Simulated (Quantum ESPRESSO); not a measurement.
A working Quantum ESPRESSO input for Co2SnO4 (Imma, 14 atoms in the cell) (DFT, LDA (PZ), plane waves, PSlibrary ultrasoft (LDA) pseudopotentials):

```fortran
&CONTROL
    calculation = 'scf'
    prefix = 'scf'
    outdir = './tmp/'
    pseudo_dir = './'
    verbosity = 'high'
    tprnfor = .true.
    tstress = .true.
/
&SYSTEM
    ibrav = 11
    A = 5.9767500000
    B = 6.2204200000
    C = 8.7108600000
    nat = 14
    ntyp = 3
    ecutwfc = 55
    ecutrho = 385
    occupations = 'smearing'
    smearing = 'marzari-vanderbilt'
    degauss = 0.0036749
    nspin = 2
    starting_magnetization(1) = 0.333
/
&ELECTRONS
    conv_thr = 1.0d-10
    mixing_beta = 0.3
/
ATOMIC_SPECIES
Co    58.9332  Co.pz-n-rrkjus_psl.1.0.0.UPF
Sn   118.7100  Sn.pz-dn-rrkjus_psl.1.0.0.UPF
O     15.9990  O.pz-n-rrkjus_psl.1.0.0.UPF
ATOMIC_POSITIONS {crystal}
Co   -0.1382700000    0.2500000000    0.6117300000
Co    0.1382700000   -0.2500000000    0.3882700000
Co   -0.5000000000    0.0000000000    0.0000000000
Co    0.0000000000    0.5000000000    0.0000000000
Sn    0.5000000000    0.0000000000    0.5000000000
Sn   -0.5000000000    0.5000000000    0.0000000000
O    -0.2681500000    0.0160300000    0.2478800000
O     0.2681500000   -0.0160300000    0.7521200000
O    -0.7360900000    0.4839700000    0.2478800000
O     0.7360900000   -0.4839700000    0.7521200000
O    -0.7347400000    0.0166700000    0.2485900000
O     0.7347400000   -0.0166700000    0.7514100000
O     0.2652600000   -0.5166700000    0.7819300000
O    -0.2652600000    0.5166700000    0.2180700000
K_POINTS {automatic}
4 4 4  0 0 0
```

The run converged in 27 iterations: free energy E − TS -12075.8025 eV; Fermi level (on the code's own zero) 9.83 eV; pressure -8.30 GPa; largest force (vector length) 0.569 eV/Å; size of the cell's spin moment 12.03 μB. Each of these slips is then made, one at a time:

(1)
```diff
-    calculation = 'scf'
+    calculation = 'sfc'
```

(2)
```diff
-    ecutwfc = 55
+    ecutwf = 55
```

Task: How does each altered input end?

Result: 
(1) A value that the program does not know. The program stopped before any SCF iteration.
```
Error in routine  control_checkin (1):
calculation "sfc" not allowed
```

(2) A keyword that the program does not know. The program stopped before any SCF iteration.
```
Error in routine  read_namelists (1):
bad line in namelist &system: "    ecutwf = 55" (error could be in the previous line)
```

The starting cell comes from a database of computed structures (which also holds hypothetical and non-ambient phases and stackings), without a prior relaxation at this level. The magnetic order is the one reached from the typed start; others were not searched systematically. In the base run, with a pressure of about -8 GPa the cell is away from its equilibrium volume at this level.

Left out of this page: 5 runs of the series outside the window shown, repeating another row's setting, or not comparable.
